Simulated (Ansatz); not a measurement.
# CdS: band gap against strain

CdS (wurtzite, P6_3mc, 23.850 Å³/atom at rest, c along z) under an equal strain ε in the (0001) plane with the normal axis free, as in a coherent film. LDA in Ansatz, a plane-wave DFT program (PAW, default set), 420 eV, 9×9×5 Γ-centred mesh, Fermi-Dirac smearing 0.05 eV; ions are relaxed within the symmetry of each cell. Gaps are the smallest over the k-mesh and a band path, without spin-orbit coupling; in all rows the valence edge lies at Γ and the conduction edge at Γ.

Here s stands for strain and Eg for gap.

| strain (%) | gap (eV) |
|---|---|
| -3.00 | ? |
| -1.80 | 0.981 |
| -1.20 | 1.000 |
| -0.60 | 1.016 |
| 0.00 | 1.027 |

### Question
Using a straight line, estimate the missing Eg at s = -3.00 from the other rows, showing the fit.

### Answer
Means: s -0.90000, Eg 1.0060. About the means, the sum of products is 0.046200 and the sum of squares of s is 1.8000; the slope is their ratio. Least squares gives Eg = 1.0291 + 0.02567·s. Residuals (row less fit): -0.0019, 0.0017, 0.0023, -0.0021; standard error 0.0028 (degrees of freedom: 2). Over these rows the gap moves by 2.6 ± 0.2 eV per unit strain. At the withheld row, Eg = 1.0291 + 0.02567 × (-3.0) = 0.9521 eV. The calculation gives 0.928 eV, 0.0241 eV below the prediction (24.3 % of the range of Eg in the table). The row lies outside the fitted rows, so this is an extrapolation. From the scatter of the fitted rows alone, a prediction at this place has a standard error of 0.0055 eV, so the miss is 4.4 times that.

One order more, fitted to all 6 runs of the series, follows each within 0.001, so the miss is the next term of a smooth law. Rows are the converged runs of the series near zero and its far end; series whose fitted rows scatter by over a few per cent of the range, as at a crossing or softening among them, aren't shown in this form. Most that stay on the fit to the last digits aren't either.
